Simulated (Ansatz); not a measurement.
Partial pair distribution functions of a relaxed model of amorphous silicon oxynitride (Si$_{45}$O$_{18}$N$_{48}$), broadened by 0.06 Å; density 2.70 g/cm³. Level of theory: PBE, scalar-relativistic without spin-orbit coupling (plane waves to 420 eV, PAW; Ansatz, an electronic-structure program).

A CHGNet melt-quench gave the starting glass, which DFT then relaxed. O and N atoms were pushed apart under 1.9 Å during the dynamics, to hinder bonds among them. The hot cell started wider than the set density and was brought back towards it in steps. It is the lowest in DFT energy of 2 quenches. It is a model cell: composition and starting density were chosen by hand, and all elements were melted together. No dispersion term was used. Its density started from a set value of 2.60 and ended at 2.70 g/cm³. The quench (nominally 130 K/ps over its main leg) was far faster than any real one, so the model tends to hold more defects than a real film. Values belong to this one cell and scatter from quench to quench. The volume was free in the relaxation, at fixed shape. Stress components on the final sampling reach 2.3 GPa.

```tsv
r (Å)	g Si-N	g Si-O	g Si-Si	g O-O
1.40	0.00	0.02	0.00	0.00
1.50	0.09	1.20	0.00	0.00
1.60	1.93	9.08	0.00	0.00
1.70	9.18	6.65	0.00	0.00
1.80	8.97	0.91	0.00	0.00
1.90	2.23	0.09	0.00	0.00
2.00	0.29	0.21	0.00	0.00
2.10	0.07	0.08	0.00	0.00
2.20	0.04	0.00	0.00	0.00
2.30	0.01	0.00	0.10	0.01
2.40	0.05	0.00	0.53	0.38
2.50	0.08	0.01	0.72	2.34
2.60	0.10	0.18	1.06	3.85
2.70	0.11	0.33	0.98	3.36
2.80	0.15	0.35	1.77	2.24
2.90	0.19	0.28	2.41	1.12
3.00	0.38	0.63	2.81	1.10
3.10	0.69	0.52	2.81	0.99
3.20	0.95	0.56	2.35	0.67
3.30	1.07	0.99	1.17	1.44
3.40	0.90	1.08	0.57	0.91
3.50	0.87	1.02	0.29	0.31
3.60	1.11	1.24	0.21	1.30
3.70	1.16	1.58	0.19	0.86
3.80	1.23	1.45	0.38	0.52
3.90	1.24	1.40	0.69	0.56
4.00	1.35	1.45	0.72	0.52
4.10	1.57	1.66	0.53	0.43
4.20	1.69	1.89	0.63	0.53
4.30	1.70	1.57	0.76	0.51
4.40	1.49	1.05	0.98	0.97
4.50	1.24	1.10	1.06	1.76
4.60	0.97	0.95	0.87	1.07
4.70	0.75	0.73	0.94	1.18
4.80	0.71	0.58	1.39	1.38
4.90	0.60	0.38	1.55	1.18
5.00	0.54	0.41	1.20	1.15
5.10	0.57	0.54	1.15	0.87
5.20	0.53	0.73	1.44	0.61
5.30	0.78	0.92	1.43	1.22
5.40	0.86	1.04	1.09	1.96
5.50	0.78	1.03	0.95	0.98
```

Within 2.22 Å each Si has 3.11 N neighbours on average.
